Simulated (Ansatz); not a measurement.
The parent structure is Ru in the hcp (Mg type) structure (space group P6_3/mmc, No. 194; a = 2.692 Å, c = 4.246 Å). Axes: x lies along a and z along c of the hexagonal cell.

The values are results of Ansatz (a program for electronic structure) PBEsol, scalar-relativistic without spin-orbit coupling, not measurements.

Base values:

| Property | Result |
|---|---|
| Shortest interatomic distance | 2.631 Å |
| Band gap | zero |

Perturbation: a free-standing slab of 7 layers (7 atoms, 1 a layer) is cut normal to the z axis, with 15 Å of vacuum and the in-plane cell held at bulk.

**Question.** Estimate the effect on the change of the spacing d12 from its bulk value of 2.123 Å.

**Answer.** The change of the spacing d12 from its bulk value of 2.123 Å amounts to -3.8 %.

**Question.** Predict the new excess energy per area of both faces.

**Answer.** The excess energy per area of both faces (slab less bulk energy over the cell's area: twice a surface energy) amounts to 6.1 J/m² (uncertain by up to 0.2 J/m²).

**Question.** What does the calculation give for the change of the spacing d23 from its bulk value of 2.123 Å after the change?

**Answer.** The change of the spacing d23 from its bulk value of 2.123 Å comes out as 0.0 %.

**Question.** Predict the new shortest interatomic distance.

**Answer.** The shortest interatomic distance drops by 0.065 Å, from 2.631 Å to 2.566 Å.

**Question.** Estimate the effect on the band gap.

**Answer.** The band gap is still zero.

The excess energy carries the mismatch between the slab's and the bulk's meshes. Whether these cells are dynamically stable was not tested. All final runs are without spin polarisation.
